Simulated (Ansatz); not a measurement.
Base system: HfC in the rock salt structure (space group Fm-3m, No. 225; a = 4.6071 Å; relaxed with 0.1 eV smearing). Axes: x, y, z lie along the cube axes.

Method: Kohn–Sham DFT with the PBEsol functional, run in Ansatz (a first-principles code) with PAW and 420 eV plane waves, without spin-orbit coupling.

Base values:

The volume per atom is 12.22 Å³.

Perturbation: biaxial strain +2.50 %, plane normal [111], relaxed out of plane (Cartesian); in-plane vectors clamped, the third vector and the atoms free.

Question: What happens to the energy relative to the base and volume per atom?

Answer: The energy goes up by 24 meV/atom; the volume per atom grows by 0.443 Å³, from 12.22 Å³ to 12.67 Å³.

Whether these cells are dynamically stable was not tested. All final runs are without spin polarisation.
